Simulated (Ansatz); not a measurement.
# Cu3N under a change: pressure 0.9 GPa

Consider Cu₃N (space group Pm-3m, No. 221; a = 3.765 Å).

Perturbation: a hydrostatic pressure of 0.9 GPa.

Method: PBEsol (Ansatz, an electronic-structure program, PAW, no spin-orbit coupling). k-mesh 12×12×12 (Γ-centred); smearing 0.05 eV (Fermi–Dirac).

- Volume per atom: 13.25 Å³ (base 13.34 Å³)
- Density: 6.41 g/cm³ (base 6.37 g/cm³)
- Lattice parameter a: 3.757 Å (base 3.765 Å)
- Shortest interatomic distance: 1.878 Å (base 1.882 Å)
- Enthalpy H = E + PV relative to the base's energy: +0.07 eV/atom
- Band gap: zero (base zero)

Final structure:

```
CELL_PARAMETERS angstrom
      3.75669     0.00000     0.00000
      0.00000     3.75669     0.00000
      0.00000     0.00000     3.75669
ATOMIC_POSITIONS crystal
  N  0.00000 0.00000 0.00000
  Cu 0.50000 0.00000 0.00000
  Cu 0.00000 0.00000 0.50000
  Cu 0.00000 0.50000 0.00000
```

Cost of the whole job for the changed cell (relaxation, final SCF and bands): roughly 60 core-seconds.

Load acts through the strain it causes; cell and atoms are relaxed under it. No phonon test of stability was made. The final runs are not spin-polarised. Gaps under 0.05 eV, about the width of the smearing, are given as zero. The zero or small gap of Cu3N can change with the level of theory.
